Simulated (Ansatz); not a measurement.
An Ansatz (a quantum-chemistry and plane-wave program) input (PBE (Ansatz; PAW; 420 eV plane waves; no SOC)):

Ansatz 0.2 input:
```yaml
crystal:
  lattice:
    - [-1.9229392035, 1.9229392035, 4.3099667874]
    - [1.9229392035, -1.9229392035, 4.3099667874]
    - [1.9229392035, 1.9229392035, -4.3099667874]
  atoms:
    - { symbol: Al, position: [0.5, 0.5, 0] }
    - { symbol: Al, position: [0.75, 0.25, 0.5] }
    - { symbol: Al, position: [0.25, 0.75, 0.5] }
    - { symbol: Ti, position: [0, 0, 0] }
basis: { ecutwfc: 420, ecutrho_ratio: 4, xc_grid: 2, fft_grid_basis: typed }
kpoints: { mp_grid: { grid: [17, 17, 17] } }
hamiltonian:
  xc: pbe
  dispersion: none
  pseudopotentials: { kind: paw }
scf: { occupations: { method: fermi_dirac, width: 0.05 }, convergence: { dr2_threshold: 0.0000000004 } }
output: { forces: true, stress: true }
checkpoint: { write: state.ck, write_every: 1000 }
```

Question: Which symmetry and how many k-points will the program report, and about how many plane waves at Γ?

Answer: Space group I4/mmm (ITA 139) with 16 operations, k-points 405 of 4913, and 1299 plane waves at Γ.

Whether these cells are dynamically stable was not tested. All final runs are without spin polarisation. The cell is TiAl3 (space group I4/mmm, No. 139).
